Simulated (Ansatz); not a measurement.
Consider the following.

End structure of a constructed model of the (0001) surface of hcp Ru, (√3x√3)R30° layer of Li, one a cell, in the other hollow (bottom of the slab: a bare face, its two planes held):

```xyz
19
Lattice="4.0821 2.3568 0.0000 -4.0821 2.3568 0.0000 0.0000 0.0000 29.5000" Properties=species:S:1:pos:R:3 pbc="T T T"
Ru     1.3607     0.7856     8.1888
Ru     0.0000     3.1424     8.1888
Ru    -1.3607     0.7856     8.1888
Ru     0.0000     1.5712    10.3353
Ru     2.7214     1.5712    10.3353
Ru    -2.7214     1.5712    10.3353
Ru     1.3605     0.7857    12.4671
Ru     0.0002     3.1425    12.4671
Ru    -1.3607     0.7854    12.4671
Ru     0.0002     1.5711    14.6452
Ru     2.7214     1.5714    14.6452
Ru    -2.7216     1.5711    14.6452
Ru     1.3633     0.7841    16.7870
Ru    -0.0026     3.1409    16.7870
Ru    -1.3607     0.7886    16.7870
Ru     0.0195     1.5600    18.8632
Ru     2.7214     1.5937    18.8632
Ru    -2.7409     1.5600    18.8632
Li    -1.3607     2.3568    21.0285
```

Model: 19-atom slab, 13.1 Å thick at the start, 9x9x1 mesh, Fermi-Dirac 0.1 eV, dipole correction, 6 atoms held, the rest relaxed; held to the start's symmetry, so lower structures may exist; no spin, no spin-orbit, no U. In PBE it is, or lies within 0.01 eV a 1x1 cell of, the lowest of the 2 structures of its composition computed so far; larger cells were not tried.

Estimate the work function of the top face that PBE in Ansatz (an electronic-structure program) returns for this input.

2.12 eV
